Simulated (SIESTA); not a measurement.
## Input and output of a self-consistent single point for Y (P6_3/mmc, 2 atoms in the cell) (SIESTA)

Computed with GGA PBE, numerical atomic orbitals DZP, PseudoDojo PBE standard norm-conserving potentials (rewritten from UPF to PSML) run with SIESTA.

Input as run:

```
# files in the folder: Y.psml (PseudoDojo PBE standard)
SystemName  Y
SystemLabel Y

NumberOfAtoms                2
NumberOfSpecies              1
%block ChemicalSpeciesLabel
  1 39 Y
%endblock ChemicalSpeciesLabel
LatticeConstant              1.0 Ang
%block LatticeVectors
     1.825000000   -3.160992720    0.000000000
     1.825000000    3.160992720    0.000000000
     0.000000000    0.000000000    5.730000000
%endblock LatticeVectors
AtomicCoordinatesFormat      Ang
%block AtomicCoordinatesAndAtomicSpecies
     1.825000000    1.053664261    1.432500000  1
     1.825000000   -1.053664261    4.297500000  1
%endblock AtomicCoordinatesAndAtomicSpecies

XC.functional                GGA
XC.authors                   PBE
PAO.BasisSize                DZP
PAO.EnergyShift              0.01 Ry
MeshCutoff                   400 Ry
%block kgrid.MonkhorstPack
   10   0   0  0.0
    0  10   0  0.0
    0   0   6  0.0
%endblock kgrid.MonkhorstPack
OccupationFunction           FD
ElectronicTemperature        1160.45 K

MaxSCFIterations             150
SCF.Mixer.Method             Broyden
SCF.Mixer.Weight             0.1
SCF.Mixer.History            6
SCF.DM.Tolerance             1.0E-05
Diag.ParallelOverK           true
WriteForces                  true
Charge.Mulliken              end
```

Log, with long lists cut:

```
reinit: Reading from file input.fdf

reinit: System Name: Y
reinit: System Label: Y

coor:   Atomic-coordinates input format  =     Cartesian coordinates
coor:                                          (in Angstroms)

siesta: Atomic coordinates (Bohr) and species
siesta:      3.44875   1.99114   2.70703  1        1
siesta:      3.44875  -1.99114   8.12110  1        2

siesta: System type = bulk

initatomlists: Number of atoms, orbitals, and projectors:      2    38    36

siesta: ******************** Simulation parameters ****************************
redata: Spin configuration                          = none
redata: Time-Reversal Symmetry                      = T
redata: Number of Atomic Species                    =        1
redata: Mesh Cutoff                                 =   400.0000 Ry
redata: Net charge of the system                    =     0.0000 |e|
redata: Min. number of SCF Iter                     =        0
redata: Max. number of SCF Iter                     =      150
redata: SCF convergence failure will abort job
redata: SCF mix quantity                            = Hamiltonian
redata: Mix DM or H after convergence               =   F
redata: Recompute H after scf cycle                 =   F
redata: Mix DM in first SCF step                    =   T
redata: No kicks to SCF
redata: DM Mixing Weight for Kicks                  =     0.5000
redata: Require Harris convergence for SCF          =   F
redata: Harris energy tolerance for SCF             =     0.000100 eV
redata: Require DM convergence for SCF              =   T
redata: DM tolerance for SCF                        =     0.000010
redata: Require EDM convergence for SCF             =   F
redata: EDM tolerance for SCF                       =     0.001000 eV
redata: Require H convergence for SCF               =   T
redata: Hamiltonian tolerance for SCF               =     0.001000 eV
redata: Require (free) Energy convergence for SCF   =   F
redata: (free) Energy tolerance for SCF             =     0.000100 eV
redata: Using DFT-D3 dispersion                     =   F
redata: Using Saved Data (generic)                  =   F
redata: Method of Calculation                       = Diagonalization
redata: Electronic Temperature                      =  1160.4500 K
redata: Number of TDED substeps                     =        3
redata: Dynamics option                             = Single-point calculation
redata: Save all siesta data in one NC              =   F
redata: ***********************************************************************

%block SCF.Mixers
  Broyden
%endblock SCF.Mixers

%block SCF.Mixer.Broyden
  # Mixing method
  method broyden

  # Mixing options
  weight 0.1000
  weight.linear 0.1000
  weight.prime 0.1000
  history 6
%endblock SCF.Mixer.Broyden

DM_history_depth set to one: no extrapolation allowed by default for geometry relaxation
Size of DM history Fstack: 1
Total number of electrons:    22.000000
Total ionic charge:    22.000000

* ProcessorY, Blocksize:    1  39

* Orbital distribution balance (max,min):    38    38

k-point displ. along   1 input, could be:     0.00    0.50
k-point displ. along   2 input, could be:     0.00    0.50
k-point displ. along   3 input, could be:     0.00    0.50
 Kpoints in:          360 . Kpoints trimmed:          338

siesta: k-grid: Number of k-points = 338
siesta: k-points from Monkhorst-Pack grid
siesta: k-cutoff (effective) =    17.190 Ang
siesta: k-point supercell and displacements
siesta: k-grid:    10     0     0      0.000
siesta: k-grid:     0    10     0      0.000
siesta: k-grid:     0     0     6      0.000

diag: Algorithm                                     = D&C
diag: Parallel over k                               =   F
diag: Use parallel 2D distribution                  =   F
diag: Parallel block-size                           = 39
diag: Parallel distribution                         =     1 x     1
diag: Used triangular part                          = Lower
diag: Absolute tolerance                            =  0.100E-15
diag: Orthogonalization factor                      =  0.100E-05
diag: Memory factor                                 =  1.0000

superc: Internal auxiliary supercell:     5 x     5 x     3  =      75
superc: Number of atoms, orbitals, and projectors:    150   2850   2700

                        Single-point calculation

superc: Internal auxiliary supercell:     5 x     5 x     3  =      75
superc: Number of atoms, orbitals, and projectors:    150   2850   2700

outcell: Unit cell vectors (Ang):
        1.825000   -3.160993    0.000000
        1.825000    3.160993    0.000000
        0.000000    0.000000    5.730000

outcell: Cell vector modules (Ang)   :    3.650000    3.650000    5.730000
outcell: Cell angles (23,13,12) (deg):     90.0000     90.0000    120.0000
outcell: Cell volume (Ang**3)        :     66.1106
new_DM -- step:     1
Initializing Density Matrix...

Attempting to read DM from file... Failed...
DM filled with atomic data:

InitMesh: MESH = 40 x 40 x 72 = 115200
InitMesh: Mesh cutoff (required, used) =   400.000   436.373 Ry

stepf: Fermi-Dirac step function

        iscf     Eharris(eV)        E_KS(eV)     FreeEng(eV)     dDmax    Ef(eV) dHmax(eV)
   scf:    1    -2213.219453    -2218.774009    -2218.890339  1.704256 -4.191758  2.595292
   scf:    2    -2218.931625    -2218.853856    -2218.970652  0.026131 -4.235223  2.213871
   scf:    3    -2219.204398    -2219.064459    -2219.184787  0.142832 -4.496580  0.010040
   scf:    4    -2219.064569    -2219.064515    -2219.184834  0.000335 -4.495830  0.008532
   scf:    5    -2219.064730    -2219.064628    -2219.184955  0.001204 -4.495361  0.004341
   scf:    6    -2219.064660    -2219.064645    -2219.184977  0.000737 -4.495296  0.001428
   [... 12 lines left out ...]
   scf:   19    -2219.064669    -2219.064669    -2219.184979  0.000015 -4.495652  0.000349
   scf:   20    -2219.064670    -2219.064669    -2219.184979  0.000013 -4.495664  0.000318
   scf:   21    -2219.064670    -2219.064670    -2219.184979  0.000012 -4.495675  0.000290
   scf:   22    -2219.064671    -2219.064670    -2219.184979  0.000011 -4.495685  0.000264
   scf:   23    -2219.064671    -2219.064671    -2219.184979  0.000010 -4.495694  0.000240

SCF Convergence by DM+H criterion
max |DM_out - DM_in|         :     0.0000095328
max |H_out - H_in|      (eV) :     0.0002397350
SCF cycle converged after 23 iterations

Using DM_out to compute the final energy and forces

siesta: E_KS(eV) =            -2219.0647

siesta: E_KS - E_eggbox =     -2219.0647

siesta: Atomic forces (eV/Ang):
     1    0.000000   -0.000001   -0.000000
     2    0.000000    0.000001   -0.000000
   Tot    0.000000    0.000000   -0.000000
   Max    0.000001
   Res    0.000001    sqrt( Sum f_i^2 / 3N )
   Max    0.000001    constrained

Stress tensor Voigt[x,y,z,yz,xz,xy] (kbar):       12.66       12.66       14.56       -0.00        0.00       -0.00
(Free)E + p*V (eV/cell)    -2219.7335
Target enthalpy (eV/cell)    -2219.1850

siesta: Program's energy decomposition (eV):
siesta: Ebs     =      -549.753828
siesta: Eions   =      3441.960776
siesta: Ena     =       769.823884
siesta: Ekin    =       625.265669
siesta: Enl     =       228.514892
siesta: Eso     =         0.000000
siesta: Edftu   =         0.000000
siesta: DEna    =        30.096570
siesta: DUscf   =         0.534457
siesta: DUext   =         0.000000
siesta: Ex      =      -397.733529
siesta: Ec      =       -33.605837
siesta: Exc     =      -431.339366
siesta: Eharris =     -2219.064671
siesta: Etot    =     -2219.064671
siesta: FreeEng =     -2219.184979

siesta: Stress tensor (static) (eV/Ang**3):
siesta:     0.007900   -0.000000    0.000000
siesta:    -0.000000    0.007899   -0.000000
siesta:     0.000000   -0.000000    0.009091

siesta: Cell volume =         66.110582 Ang**3

siesta: Pressure (static):
siesta:                Solid            Molecule  Units
siesta:          -0.00009036         -0.00009036  Ry/Bohr**3
siesta:          -0.00829658         -0.00829657  eV/Ang**3
siesta:         -13.29258651        -13.29257044  kBar

mulliken: Atomic and Orbital Populations:

Species: Y
Atom  Qatom  Qorb
               4s      5s      5s      4py     4pz     4px     5py     5pz
               5px     4dxy    4dyz    4dz2    4dxz    4dx2-y2 4dxy    4dyz
               4dz2    4dxz    4dx2-y2
   1 11.000   1.928   0.486   0.182   1.980   1.973   1.980   0.291   0.257
              0.291   0.321   0.328   0.369   0.328   0.321  -0.005  -0.009

             -0.009  -0.009  -0.005
   2 11.000   1.928   0.486   0.182   1.980   1.973   1.980   0.291   0.257
              0.291   0.321   0.328   0.369   0.328   0.321  -0.005  -0.009

             -0.009  -0.009  -0.005

mulliken: Qtot =       22.000

Mulliken Atomic Populations:
Atom #   charge [q] valence [e]  Species
     1     0.000000   11.000000  Y
     2    -0.000000   11.000000  Y
 Total    -0.000000
```

The run converged in 23 iterations.

The starting cell has typed, rounded lattice constants, without a prior relaxation at this level. Values carry the incompleteness of an atom-centred basis.

Cost on one core of a shared machine: roughly 40 s.
